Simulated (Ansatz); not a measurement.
## CH3 on the 1x1 (110) surface of bcc W, one in a 2x2 cell, started at the site 'bridge W-W (span 2.8 Å)'

Calculation: r2SCAN, at the PBE geometry (plane waves to 500 eV, PAW; Ansatz, a program for electronic structure).

Slab: 20 atoms, 6.6 Å thick at the start under the adsorbate (thin: gaps and levels are the slab's own); k 6x6x1, smearing 0.1 eV, dipole-corrected; single point; no symmetry held, on the structure that PBE left; no spin, no spin-orbit, no U, no dispersion correction. At the end it is bonded to 3 W. In PBE it is, or lies within 0.03 eV of, the lowest of the starts that converged; the order may differ at this level.

* **adsorption energy against CH4(g) − ½ H2(g) at the same level**: -0.18 eV
* **work function of the top face**: 3.71 eV
* **change of the work function**: -1.18 eV
* **change of the step from the bottom to the top vacuum level, against the clean slab**: -1.18 eV
* **height of the binding atom over the mean of the host atoms within 0.3 Å of the top one**: 1.711 Å
* **nearest host atoms of the binding atom**: W at 2.28 Å, W at 2.45 Å, W at 2.45 Å
* **note**: in the relaxation the adsorbate left its starting site by 0.9 Å
* **cost**: very roughly 6 core-minutes

A negative adsorption energy means that the adsorbate is more stable on the surface than in its reference.
